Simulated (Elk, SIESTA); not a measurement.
An Elk input for a self-consistent single point of Te (P3_121, 3 atoms in the cell) (DFT, PBE, all-electron FP-LAPW, Elk's shipped species files, APW+lo basis with extra local orbitals):

```
tasks
  0

xctype
  20

tforce
  .true.

rgkmax
  8.0

gmaxvr
  18.0

lmaxapw
  10

lmaxo
  8

nxlo
  2

lorbcnd
  .true.

lradstp
  2

nrmtscf
  2.0

rmtscf
  0.96

lmaxi
  4

stype
  0

swidth
  0.00734986

maxscl
  100

scale
  1.889726125

avec
    4.4858751685   -0.0000002891    0.0000000000
   -2.2429373339    3.8848819986    0.0000000000
    0.0000000000    0.0000000000    5.7519920000

atoms
  1
  'Te.in'
  3
  0.2567000000  0.0000000000  0.3333333333    0.0 0.0 0.0
  0.0000000000  0.2567000000  0.6666666667    0.0 0.0 0.0
  0.7433000000  0.7433000000  0.0000000000    0.0 0.0 0.0

ngridk
  7 7 5
```

Question: Translate this input to SIESTA.

Answer: One input that does it (others would too):

```
# files in the folder: Te.psml (PseudoDojo PBE standard)
SystemName  Te
SystemLabel te

NumberOfAtoms                3
NumberOfSpecies              1
%block ChemicalSpeciesLabel
  1 52 Te
%endblock ChemicalSpeciesLabel
LatticeConstant              1.0 Bohr
%block LatticeVectors
     8.477075179    0.000000000    0.000000000
    -4.238536645    7.341363006    0.000000000
     0.000000000    0.000000000   10.869689551
%endblock LatticeVectors
AtomicCoordinatesFormat      Ang
%block AtomicCoordinatesAndAtomicSpecies
     1.151524112    0.000000000    1.917328749  1
    -0.575761928    0.997249209    3.834663251  1
     1.667175815    2.887632791    0.000000000  1
%endblock AtomicCoordinatesAndAtomicSpecies

XC.functional                GGA
XC.authors                   PBE
PAO.BasisSize                TZP
PAO.EnergyShift              0.01 Ry
MeshCutoff                   300 Ry
%block kgrid.MonkhorstPack
    7   0   0  0.0
    0   7   0  0.0
    0   0   5  0.0
%endblock kgrid.MonkhorstPack
OccupationFunction           MP
OccupationMPOrder            0
ElectronicTemperature        200.0 meV

MaxSCFIterations             150
SCF.Mixer.Method             Pulay
SCF.Mixer.Weight             0.25
SCF.Mixer.History            8
SCF.DM.Tolerance             1.0E-04
Diag.ParallelOverK           true
WriteForces                  true
```

Basis settings and potentials, where a program has them, do not carry over. This input uses DFT, GGA PBE, numerical atomic orbitals TZP, PseudoDojo PBE standard norm-conserving potentials (rewritten from UPF to PSML).

The starting cell comes from a database of computed structures (which also holds hypothetical and non-ambient phases and stackings), without a prior relaxation at this level. Its lattice was rescaled by a random factor within 2.5 % of one. For this run, on top of that: lattice scaled by 0.98.
